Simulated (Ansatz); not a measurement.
The parent structure is BN in the zinc blende structure (space group F-43m, No. 216; a = 3.6051 Å). Axes: x, y, z lie along the cube axes.

The values are results of PBEsol, PAW, 420 eV (Ansatz, a first-principles code; scalar-relativistic without spin-orbit coupling), earlier PAW set, not measurements.

A first run, uniaxial strain ε_zz = −0.90 %, gives secant values C11 ≈ 800 GPa and C12 ≈ 190 GPa from its stress. A second run applies uniaxial stress, 2 GPa tension along z.

Question: What does linear elasticity predict for Young's modulus in the second run, and what does the run give?

Answer: Linear elasticity: (C11 − C12)(C11 + 2 C12)/(C11 + C12) = 730 GPa. The run gives 720 GPa; any difference comes from nonlinear terms at these strains and numerical noise.

Beyond what the load breaks, stability against distortions was not tested.
